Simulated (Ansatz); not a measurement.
Abridged Ansatz (an electronic-structure program) output:

```
Pseudopotential: Be, paw, valence charge 2
Pseudopotential: Ba, paw, valence charge 10
Crystal: 3 atoms, lattice volume = 69.560 Å³
Basis set: ecut = 420 eV, 1385 PW (Γ), exchange–correlation on 54×54×72 points (8 copies of the dense FFT grid, shifted against one another)
Bands: 11, of which v1, the nominal top of the filled ones, is band 7 counted from 1 (6 counted from 0)
Symmetry: 24 space group operations
k-points: 126 of 1690
Functional: x = pbe(κ = 0.804, μ = 0.2195149727645171), c = pbe(β = 0.06672455060314922)
SCF iter   1: F=—  HF=-6133.329378 eV  |F-HF|=—  |Δ(HF+E_count)|=         —  Δρ=2.05e-3  dr2=4.67e-3  ethr=1.77e-3  ⟨swp⟩=7.1  Hψ=11305  notcnv=0
SCF iter   2: F=—  HF=-6133.328256 eV  |F-HF|=—  |Δ(HF+E_count)|=   1.12e-3  Δρ=1.39e-3  dr2=2.49e-3  ethr=3.34e-5  ⟨swp⟩=1.1  Hψ=2426  notcnv=0
SCF 1 converged in 9 iterations: F = -6133.327640 eV  dr2 = 3.62e-12
SCF converged after 9 iterations
Free energy (F): -6133.327640 eV
Internal energy: -6133.303500 eV  (E = F + TS)
E sigma→0 (E₀):  -6133.315570 eV
Entropy (-TS):   -0.024140 eV (-8.047 meV/atom)
Fermi energy:    6.669521 eV
--- Forces (eV/Å), atoms counted from 1 ---
  atom   1  Be     0.00000000    -0.00000000     0.00000000
  atom   2  Ba    -0.00000000    -0.00000000     0.00000000
  atom   3  Be    -0.00000000     0.00000000     0.00000000
--- Stress (GPa, compression-positive) ---
       -0.004291      -0.000000      -0.000000
        0.000000      -0.004291      -0.000000
       -0.000000      -0.000000      -0.000159
  P = ⅓ Tr σ = -0.0029 GPa (-0.029 kbar)
```

Task: What was computed, and what are the main results?

Result: BaBe2, 3 atoms in the cell, with Kohn–Sham DFT with the PBE functional, run in Ansatz with PAW and 420 eV plane waves, scalar-relativistic without spin-orbit coupling. The last SCF converged to F = -6133.327640 eV, or -2044.4425 eV per atom, at a pressure of 0.00 GPa. The total energy compares only with runs of the same code, potentials and settings.

Each cell is one ordered arrangement of few atoms, which overstates ordering effects compared with a random alloy. Whether these cells are dynamically stable was not tested. The cell was made from Ba by this change: x(Be) = 0.667, 3 atoms, P-3m1. Under x(Be) = 0.667, 3 atoms, P-3m1 the cell changed shape so far that it is another structure.
